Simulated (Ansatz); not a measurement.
Start from BP in the zinc blende structure (space group F-43m, No. 216; a = 4.5484 Å). Axes: x, y, z lie along the cube axes.

All numbers come from PBE/PAW in Ansatz (a program for electronic structure), scalar-relativistic without spin-orbit coupling.

It is then changed as follows: the cell is scaled by 0.9850 in all directions, atoms relaxed at fixed cell.

### Question
Predict the stress tensor and what it implies for the stiffness.

### Answer
Stress of the strained cell less that of the base (GPa, compression positive):
```
   8.01    0.00    0.00
   0.00    8.01    0.00
   0.00    0.00    8.01
```

Then B = −ΔP/(ΔV/V₀) with ΔV/V₀ = -0.0443 gives secant stiffness values (nonlinear terms included at this strain): B ≈ 181 GPa.

As a check, the harmonic strain energy −½ V₀ Δσ:ε is 13 meV/atom; the computed energy rise is 13 meV/atom.

No phonon test of stability was made.
